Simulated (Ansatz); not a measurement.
Consider Zr in the hcp (Mg type) structure (space group P6_3/mmc, No. 194; a = 3.246 Å, c = 5.151 Å).

The other end (x = 1) is Hf in the hcp (Mg type) structure (space group P6_3/mmc, No. 194): 22.35 Å³/atom, gap zero.

Level of theory: r2SCAN (Ansatz, a quantum-chemistry and plane-wave program, PAW, no spin-orbit coupling).

Hf replaces a fraction x of Zr; each row is one arrangement (x, atoms in the cell, starting space group or random), fully relaxed.

One change was made to it. Results:

The shortest interatomic distance shrinks by 0.034 Å to 3.151 Å; the deviation of the volume from the linear (Vegard-type) interpolation comes out as 0.0 %.

Question: Name the change that was made.
A. x(Hf) = 0.625, 8 atoms, Pm
B. x(Hf) = 0.667, 6 atoms, C2/m
C. x(Hf) = 0.375, 8 atoms, Pmm2

Answer: C, x(Hf) = 0.375, 8 atoms, Pmm2. For comparison, the shortest interatomic distance in the other runs: x(Hf) = 0.625, 8 atoms, Pm gives 3.099 Å; x(Hf) = 0.667, 6 atoms, C2/m gives 3.115 Å.

Each cell is one ordered arrangement of few atoms, which overstates ordering effects compared with a random alloy. Whether these cells are dynamically stable was not tested. All final runs are without spin polarisation.
